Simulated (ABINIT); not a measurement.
Quick settings and what they miss: TaN (Fm-3m, 2 atoms in the cell)

Self-consistent single point.

```
TaN
1.0
    0.00000     2.22238     2.22238
    2.22238     0.00000     2.22238
    2.22238     2.22238     0.00000
Ta N
1 1
Cartesian
  2.22238   2.22238   2.22238
  0.00000   0.00000   0.00000
```

Method: PBEsol, norm-conserving pseudopotentials (PseudoDojo nc-sr-04 PBEsol standard) (plane waves; ABINIT).

Base settings: pseudos = [Ta.upf, N.upf]; ecut = 42 Ha; occopt = 7; tsmear = 0.05 eV; ngkpt = 17 17 17; nshiftk = 1; shiftk = 0 0 0; potentials = PseudoDojo nc-sr-04 PBEsol standard; nband = 14; kptopt = 1; nstep = 80; toldfe = 1e-09 Ha.

Tight run (finer mesh or higher cutoff; not a proven limit): ecut: 42 Ha → 59 Ha; ngkpt: 17 17 17 → 23 23 23; toldfe: 1e-09 Ha → 3.7e-11 Ha. It gave Fermi level (on the code's own zero) 15.70 eV; pressure -15.50 GPa.

Quick runs, as changes from the base:
- A: the base itself
- B: ecut: 42 Ha → 21 Ha; occopt: 7 → 3; tsmear: 0.05 eV → 0.272 eV; ngkpt: 17 17 17 → 2 2 2; toldfe: 1e-09 Ha → 3.7e-06 Ha
- C: ecut: 42 Ha → 21 Ha; occopt: 7 → 6; tsmear: 0.05 eV → 0.5 eV; ngkpt: 17 17 17 → 8 8 8; toldfe: 1e-09 Ha → 3.7e-06 Ha; potentials: PseudoDojo nc-sr-04 PBEsol standard → PseudoDojo nc-sr-04 LDA standard [LDA (PW92)]
- D: ecut: 42 Ha → 29 Ha; occopt: 7 → 3; tsmear: 0.05 eV → 0.2 eV; ngkpt: 17 17 17 → 8 8 8; potentials: PseudoDojo nc-sr-04 PBEsol standard → PseudoDojo nc-sr-04 LDA standard [LDA (PW92)]

† marks runs with another functional, U, potentials or spin treatment: their distance from the tight run is not a convergence error alone.

The count of work is k-points × plane waves × bands × iterations; it is no time. 

The starting cell comes from a database of computed structures (which also holds hypothetical and non-ambient phases and stackings), without a prior relaxation at this level. Its lattice was rescaled by a random factor within 2.5 % of one. Spin polarisation is off. In the base run, with a pressure of about -15 GPa the cell is away from its equilibrium volume at this level.

```csv
run,pressure less tight (GPa),count of work / tight
A,0.00,0.25
B,-26.42,0.00057
C†,-38.30,0.012
D†,-12.04,0.025
```
